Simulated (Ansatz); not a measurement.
A calculation on CsCl-type CoGa returned lattice constant a 2.810 Å, formation enthalpy -0.376 eV/atom.

For reference: lattice constant a 2.878 Å (measured, temperature not stated, copied from a table, unchecked, not corrected to a static lattice; as tabulated in Monatshefte fuer Chemie und verwandte Teile anderer Wissenschaften 123, 509 (1992)).

Question: Which level of theory produced these numbers?
(A) LDA (Ansatz, a program for electronic structure)
(B) rVV10 (Ansatz)
(C) PBEsol (Ansatz)
(D) PBE (Ansatz)

Answer: A, LDA (Ansatz)

The others give: rVV10 2.897 Å, -0.202 eV/atom; PBE 2.882 Å, -0.255 eV/atom; PBEsol 2.840 Å, -0.332 eV/atom.

Unless a cell is named, each level is at its own relaxed cell (LDA 11.09, PBE 11.96, PBEsol 11.45, rVV10 12.16 Å³/atom).

The crystal itself was run without spin with rVV10, PBE, PBEsol, LDA.

Ansatz's density-functional and Hartree–Fock values are scalar-relativistic unless marked +SOC, with PAW data made under PBE.
